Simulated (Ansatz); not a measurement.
System: 1T (CdI2-type) CaI₂. Method: G0W0@HSE06 (plane waves, hard PAW, contour deformation, complete-basis limit; Ansatz, a program for electronic structure).

Numerical settings: largest k mesh 6×6×4 (not extrapolated in the mesh).

Cell (measured lattice):

```cif
data_CaI2
_chemical_formula_sum 'Ca1 I2'
_space_group_name_H-M_alt 'P-3m1'
_space_group_IT_number 164
_space_group_name_Hall '-P 3 2"'
_cell_length_a 4.48000
_cell_length_b 4.48000
_cell_length_c 6.96000
_cell_angle_alpha 90.000
_cell_angle_beta 90.000
_cell_angle_gamma 120.000
loop_
_atom_site_label
_atom_site_type_symbol
_atom_site_symmetry_multiplicity
_atom_site_Wyckoff_symbol
_atom_site_fract_x
_atom_site_fract_y
_atom_site_fract_z
_atom_site_occupancy
Ca1 Ca 1 a 0.00000 0.00000 0.00000 1
I1 I 2 d 0.33333 0.66667 0.25000 1
```

Predict the band gap.


* **band gap**: 6.22 eV

Note: GW on a hybrid start was not checked against another program; cell and atoms aren't relaxed at this level; the gap holds a correction of +0.26 eV to the complete basis.

Spin–orbit coupling is not included; with these elements it can move the gap by several tenths of an eV or more.

Computed values are for the static lattice.

The result took around 8 core-hours (rough).
